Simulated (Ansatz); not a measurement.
Data:

```yaml
crystal:
  lattice:
    - [0.00000, 0.00000, -2.68469]
    - [-1.43106, 2.02383, -1.34234]
    - [1.43106, 2.02383, -1.34234]
  atoms:
    - { symbol: Pd, position: [0.00000, 0.00000, 0.00000] }
```

No spin polarisation.

Method: DFT with r2SCAN, PAW potentials and a 500 eV plane-wave cutoff in Ansatz (an electronic-structure program), without spin-orbit coupling. Settings: 29×29×29 k-points, 0.1 eV Fermi–Dirac smearing.

Q: Predict the in-plane stress, band gap and space group.

A: 
- Mean in-plane stress (compression positive): -8.7 GPa
- Band gap: zero
- Space group: Immm (No. 71)

A biaxial case was relaxed in a doubled cell and then solved in the primitive one. The cells carry an imposed strain or load. Stability against distortions was not tested. The final runs are not spin-polarised. The cell was made from Pd in the fcc (Cu type) structure (space group Fm-3m, No. 225) by this change: biaxial strain +3.51 %, plane normal [110], relaxed out of plane. Pd lies near a magnetic instability that expansion can trigger; it was not tested. Pd has a high density of states at the Fermi level and may be magnetic at this level.
